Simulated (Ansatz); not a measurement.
Worked calculations on one periodic cell of amorphous Si$_{30}$N$_{44}$Ti$_{3}$: Si30N44Ti3, 77 atoms, volume 871.6 Å³, made by a melt-quench on the CHGNet potential and relaxed with DFT. N atoms were pushed apart under 1.9 Å during the dynamics, to hinder bonds among them. It is a model cell: composition and starting density were chosen by hand, and all elements were melted together. Cycles of charging were run to anneal it. The numbers are results of PBE, scalar-relativistic without spin-orbit coupling (plane waves to 420 eV, PAW; Ansatz, a program for electronic structure), not measurements. Sampling: a 2×2×2 Γ-centred mesh; Fermi-Dirac width 0.02 eV; no spin polarisation. Its volume was held where the quench left it, its shape was free, and it stands at a mean pressure of 0.3 GPa with stress components up to 0.4 GPa; the relaxation ran on the zone centre alone. Its density went from a set 3.05 to 3.05 g/cm³. The cell is small and was quenched far faster than a real film, so it is one sample of the glass.

Count formal charges (Si +4, N -3, Ti +4). What does the count lead one to expect at the Fermi level, and what does the calculation give?

30 × (+4) + 44 × (-3) + 3 × (+4) = 0. The charges balance, so the anion-derived valence states can be full and a gap can open. On this mesh the highest filled and lowest empty level lie 1.42 eV apart; localised defect or tail levels set that (at the zone centre the more localised edge state sits most on one Ti atom with neighbours N 1.93 Å, N 2.04 Å, N 2.05 Å, N 2.18 Å, N 2.37 Å, N 2.41 Å), and the nearest spread-out levels lie 3.5 eV apart.

Four energies for an added electron at PBE on the zone centre alone (charged cells in a uniform background, spin-polarised): neutral at the neutral geometry -43532.075 eV; charged at the neutral geometry -43522.729 eV; charged and relaxed -43522.946 eV; neutral at the charged geometry -43531.829 eV.

Find the two relaxation energies and their sum, the reorganisation energy.

On charging: -43522.729 − (-43522.946) = 0.217 eV. On discharging: -43531.829 − (-43532.075) = 0.246 eV. The sum is 0.463 eV. The carrier's level spreads over 2 of the 77 atoms' worth, so it counts as localised, most on one Ti atom with neighbours N 1.93 Å, N 2.04 Å, N 2.05 Å, N 2.18 Å, N 2.37 Å, N 2.41 Å (neutral geometry). The values are uncorrected: the image energy of a point charge in this cell, 2.84 × 14.40 / (2 × 9.6) = 2.1 eV before screening, is screened by electrons alone at the fixed geometry and by ions too after relaxing, and the carrier can be spread before it relaxes, so each term can be off by up to that value times 1/ε∞, some tenths of an eV. PBE's self-interaction favours spread-out carriers, so a hybrid can localise more.
